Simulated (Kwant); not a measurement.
Device: wire with a side stub in a Si two-dimensional gas. Effective mass 0.19 mₑ, grid spacing 7.5 nm, hard walls, nominal width 150 nm (19 grid rows, so walls 150 nm apart), one parabolic valley, scattering region 450 nm long along x; energies count from the band bottom; Fermi energy swept from 7.0368e-05 to 0.00083562 eV. Closed stub on one side, 200 nm wide and 270 nm deep.

The device is made up for the run: typed textbook-type constants, with dimensions and the other settings drawn at random.

Model: effective-mass tight-binding model on a square grid, one spin, coherent transport at 0 K (Kwant). Conductance is in e²/h.

How many channels do the leads carry at E = 0.295, 0.424, 0.469 meV?

The hard-wall thresholds are n² ħ²π²/(2mW²) = n² × 0.0880 meV with W = 150 nm. √(0.295/0.0880) = 1.83, so 1. √(0.424/0.0880) = 2.20, so 2. √(0.469/0.0880) = 2.31, so 2.
